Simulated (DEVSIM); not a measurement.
Structure: Pt/Al2O3/p-Si capacitor, at 300 K.

| layer (left to right) | material | thickness (nm) | Na (cm⁻³) |
|---|---|---|---|
| 1 | Al2O3 | 2.60 | - |
| 2 | Si | 2300 | 6.5e16 |

Metal gate on the left, work function 5.6 eV. Fixed charge at the semiconductor interface 0 cm⁻² (in units of +e); no interface traps.

This is a model device: material constants are rounded textbook-type values typed into the input, and sizes, dopings and lifetimes were drawn at random. Values at 300 K.

```
parameter      Al2O3       Si
-------------  -----  -------
gap (eV)         6.8    1.124
affinity (eV)   1.35     4.05
permittivity       9     11.7
Nc (cm⁻³)          -  2.86e19
Nv (cm⁻³)          -   3.1e19
```

DEVSIM, 1D Poisson equation in equilibrium, Boltzmann statistics, complete ionisation; no quantum confinement or tunnelling. Metal contacts follow the ideal Schottky-Mott rule: no Fermi-level pinning, no interface dipoles.

The interface trap density was swept, all else fixed.

| interface trap density (cm^-2 eV^-1) | flat-band voltage (V) | threshold voltage (band bending 2φF) (V) | minimum of the low-frequency capacitance (μF/cm²) |
|---|---|---|---|
| 0 | 0.59 | 1.44 | 0.0890 |
| 1e10 | 0.59 | 1.44 | 0.0905 |
| 1e11 | 0.58 | 1.44 | 0.104 |
| 3e11 | 0.58 | 1.44 | 0.134 |
| 1e12 | 0.56 | ? | ? |
| 2e12 | 0.54 | 1.48 | 0.364 |

**Question.** Complete the blanks.

**Answer.** 
- 1e12, threshold voltage (band bending 2φF) (V): 1.46
- 1e12, minimum of the low-frequency capacitance (μF/cm²): 0.233
